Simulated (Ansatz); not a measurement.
# AlRu under a change: tensor shear ε_xy = +0.57 %

Start from AlRu in the CsCl type structure (space group Pm-3m, No. 221; a = 2.955 Å; relaxed with 0.1 eV smearing). Axes: x, y, z lie along the cube axes.

The change: a pure shear with ε_xy = ε_yx = 0.0057; the atoms relax in the strained cell.

Computed with LDA (Ansatz, a program for electronic structure), no spin-orbit coupling. Γ-centred 19×19×19 mesh, Fermi–Dirac width 0.1 eV.

| quantity | base | changed | shift |
|---|---|---|---|
| volume per atom | 12.90 Å³ | 12.89 Å³ | 0.000 Å³ |
| shortest interatomic distance | 2.559 Å | 2.549 Å | -0.010 Å |
| energy relative to the base (free energy F) | 0 meV/atom | +0.7 meV/atom | +0.7 meV/atom |
| pressure (mean of the normal stresses, compression positive) | 0.0 GPa | 0.0 GPa | 0.0 GPa |
| band gap | zero | zero | – |
| stress (xx, yy, zz, yz, xz, xy; compression positive) | – | (0.0, 0.0, 0.0, 0.0, 0.0, -1.6) GPa | – |

Final structure:

```xyz
2
Lattice="2.9545 0.0168 0.0000 0.0168 2.9545 0.0000 0.0000 0.0000 2.9545" Properties=species:S:1:pos:R:3 pbc="T T T"
Al     1.4857     1.4857     1.4773
Ru     0.0000     0.0000     0.0000
```

Cost of the whole job for the changed cell (relaxation, final SCF and bands): about 22 core-seconds (a rough figure).

Stability against distortions was not tested. The final runs are not spin-polarised.
